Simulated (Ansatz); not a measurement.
C11b MoSi2, treated with RPBE (PAW; Ansatz, a program for electronic structure).

Run with plane-wave cutoff 520 eV, 24×24×24 k mesh, Fermi–Dirac smearing 0.05 eV, no spin polarisation, scalar-relativistic PAW data made under PBE.

The volume scan:

```json
[
 {"V (Å³/atom)": "13.201", "E − E_lowest (meV/atom)": "14.62"},
 {"V (Å³/atom)": "13.476", "E − E_lowest (meV/atom)": "3.52"},
 {"V (Å³/atom)": "13.751", "E − E_lowest (meV/atom)": "0.00"},
 {"V (Å³/atom)": "14.026", "E − E_lowest (meV/atom)": "3.27"},
 {"V (Å³/atom)": "14.301", "E − E_lowest (meV/atom)": "12.62"}
]
```

Q: Estimate the bulk modulus and its pressure derivative from these points.

A: V0 = 13.751 Å³/atom, B0 = 198 GPa, B′ = 4.5 (fit to the energies at full precision).

Shape and atoms are relaxed at each volume.

Measured, for comparison: bulk modulus 222 ± 2 GPa (room temperature, not corrected to a static lattice, B' = 4; as tabulated in Structural stability of MoSi2 and Mo5Si3 under high pressure, Chin. Phys. B 26 …). Computed (rounded) less measured: bulk modulus -11 %.

Note: the bulk modulus comes from volumes at which shape and atoms were relaxed.

Static lattice: no zero-point or thermal effects.
